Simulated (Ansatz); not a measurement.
**Migration barriers: Y-vacancy pair in rock-salt TiN, neutral cell**

System: Y-vacancy pair (Y on one host Ti site, one Ti site vacant) in rock-salt TiN (neutral cell). Computed with PBE, PAW (plane waves to 420 eV; Ansatz, a quantum-chemistry and plane-wave program).

Cell of 64 host sites held at the relaxed PBE lattice; a 2×2×2 k-point mesh shifted by half a step; Fermi-Dirac width 0.10 eV, spin-restricted; finite-size errors left in. Static, classical nuclei. Forms of the defect that were not tried may lie lower.

Barriers: single points on a 4×4×4 k-point mesh shifted by half a step at the bands' geometries (they differ from the bands' own by up to 0.06 eV, and are uncertain by about as much).

```
Route                                                                                                Start site over the lowest site run (eV)  Hop (Å)  Forward barrier (eV)  Backward barrier (eV)                  Neighbours at the start    Neighbours at the saddle                        Saddle order  Forward, on the band's own sampling (eV)
---------------------------------------------------------------------------------------------------  ----------------------------------------  -------  --------------------  ---------------------  ---------------------------------------  --------------------------  ----------------------------------  ----------------------------------------
the Y atom itself jumps into the vacancy (Y-vacancy distance between ideal sites 3.00 Å throughout)                                      0.00     2.83                  3.47                   3.47  2 N at 2.20, 2 N at 2.23, 2 N at 2.27 Å  2 N at 2.03, 4 N at 2.54 Å  not checked, on a symmetry element                                      3.40
```

Paths come from nudged elastic bands with a climbing image.  A band can be held on a symmetry element, so unchecked saddle points there may be too high.
